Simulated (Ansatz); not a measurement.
# BN, response to strain

Base system: BN in the h-BN type structure (space group P6_3/mmc, No. 194; a = 2.5006 Å, c = 6.5258 Å; layered, stacked along the Cartesian z axis). Axes: x lies along a and z along c of the hexagonal cell.

Strains are applied to the cell and any free atomic positions relax; under stress the whole cell relaxes.

Levels (all Ansatz, a first-principles code, PAW): r2SCAN+rVV10 (500 eV, no spin-orbit coupling); HSE06 (420 eV, no SOC).

Band gaps by level, all at the geometries relaxed with r2SCAN+rVV10:

| case | r2SCAN+rVV10 | HSE06 |
|---|---|---|
| base | 4.74 eV | 5.52 eV |
| uniaxial strain ε_xx = −0.88 % | 4.72 eV | 5.50 eV |
| uniaxial strain ε_yy = −0.84 % | 4.73 eV | 5.52 eV |
| tensor shear ε_yz = +1.84 % | 4.72 eV | 5.51 eV |
| uniaxial stress, 8 GPa compression along x | 4.71 eV | 5.49 eV |
| strain tensor (xx, yy, zz, yz, xz, xy) = (+0.44, +0.73, −2.27, −0.31, +0.60, −0.15) % | 4.66 eV | 5.44 eV |

Single points use the geometry relaxed with r2SCAN+rVV10. The hybrid gap comes from the SCF mesh plus the semilocal run's edge points and a few special points and is an upper bound. Beyond what the load breaks, stability against distortions was not tested.
